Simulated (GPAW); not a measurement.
Input and output of a self-consistent single point for ScPd3 (P4mm, 4 atoms in the cell) (GPAW).

Method of the run: PBEsol, GPAW PAW datasets PBEsol (made by gpaw-setup) (plane waves; GPAW).

```
CELL_PARAMETERS angstrom
      3.99955     0.00000     0.00000
      0.00000     3.99955     0.00000
      0.00000     0.00000     3.99955
ATOMIC_POSITIONS crystal
  Sc 0.00000 0.00000 0.01250
  Pd 0.50000 0.50000 0.00000
  Pd 0.00000 0.50000 0.50000
  Pd 0.50000 0.00000 0.50000
```

Reference input (self-consistent single point, DFT PBEsol, plane waves, GPAW PAW datasets PBEsol (made by gpaw-setup)): mode = pw; ecut = 850 eV; xc = PBEsol; kpts = 4 4 4; mesh shift (steps) = 0 0 0; occupations.name = methfessel-paxton; occupations.width = 0.1 eV; occupations.order = 0; nbands = -10; convergence.density = 1e-05 e/electron; convergence.energy = 1e-05 eV/electron; symmetry.symmorphic = false. This run's input differs from it in these lines:

```diff
@@ -18,3 +18,3 @@
             occupations={'name': 'methfessel-paxton', 'width': 0.1, 'order': 0},
-            nbands=-10,
+            nbands=29,
             convergence={'density': 1e-05, 'energy': 1e-05},
```

Log, with long lists cut:

```
Input parameters:
  convergence: {density: 1e-05,
                energy: 1e-05}
  kpts: {gamma: True,
         size: (4, 4, 4)}
  maxiter: 150
  mode: {ecut: 850.0,
         name: pw}
  nbands: 29
  occupations: {name: methfessel-paxton,
                order: 0,
                width: 0.1}
  symmetry: {symmorphic: False,
             tolerance: 0.0005}
  xc: PBEsol

species:
  Sc:
    name: Scandium
    Z: 21.0
    valence: 11
    core: 10
    charge: 0.0
    file: Sc.PBEsol.gz

    # Using partial waves for Sc as LCAO basis

  Pd:
    name: Palladium
    Z: 46.0
    valence: 16
    core: 30
    charge: 0.0
    file: Pd.PBEsol.gz

    # Using partial waves for Pd as LCAO basis

Reference energy: -432245.896184  # eV

Spin-paired calculation

Traceback (most recent call last):
   [... frames left out ...]
ValueError: Too few bands!  Electrons: 59.000000, bands: 29
```

The program stopped before any SCF iteration. 

The starting cell comes from a database of computed structures (which also holds hypothetical and non-ambient phases and stackings), without a prior relaxation at this level. Its lattice was rescaled by up to half a per cent. One atom was moved a little off its site on purpose.
